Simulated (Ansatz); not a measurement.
# GeSe (model structure, started from the wurtzite type, P6₃mc, No. 186, 4 atoms in the cell): properties by level of theory

```
level (code)         lattice parameter a (Å)  c axis length (Å)  enthalpy of formation (eV/atom)
-------------------  -----------------------  -----------------  -------------------------------
PBE (Ansatz)                           4.789              5.865                           -0.126
PBEsol (Ansatz)                        4.710              5.685                           -0.084
PBE-D3(BJ) (Ansatz)                    4.774              5.839                           -0.099
```

Caveats: a distance lies near a switch of the dispersion term, which can move the cell (PBE-D3(BJ)). Ansatz's density-functional and Hartree–Fock values are scalar-relativistic unless marked +SOC, with PAW data made under PBE.

A model structure was made by putting elements into a prototype or built by hand; it is no filed structure, need not be a known phase, and can be a saddle point held by its symmetry.

Ansatz is an electronic-structure program.
